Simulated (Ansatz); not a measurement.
Consider CdS in the wurtzite structure (space group P6_3mc, No. 186; a = 4.1235 Å, c = 6.7111 Å).

Computed with DFT with PBEsol, PAW potentials and a 420 eV plane-wave cutoff in Ansatz (a program for electronic structure), without spin-orbit coupling.

Base values:

- Band gap = 1.09 eV
- Density = 4.86 g/cm³

Modification: a hydrostatic pressure of 45 GPa.

Task: How does this affect the band gap and density?

Result: The band gap goes from 1.09 eV to zero; the density grows by 2.338 g/cm³ to 7.19 g/cm³.

From pressure 45 GPa on, the axis ratios lie over 15 % from the base's, so the cell there is far from its starting form. Load acts through the strain it causes; cell and atoms are relaxed under it. Whether these cells are dynamically stable was not tested. All final runs are without spin polarisation. Measured, CdS leaves this structure (for rock salt) near 2.54 GPa (temperature not stated; as listed in Datta, Sujoy, Jana, Debnarayan, arXiv (2020)), on rising pressure, with hysteresis. Gaps under 0.05 eV, about the width of the smearing, are given as zero. A zero or small gap of CdS under pressure 45 GPa can be the functional's error rather than a property of the material.
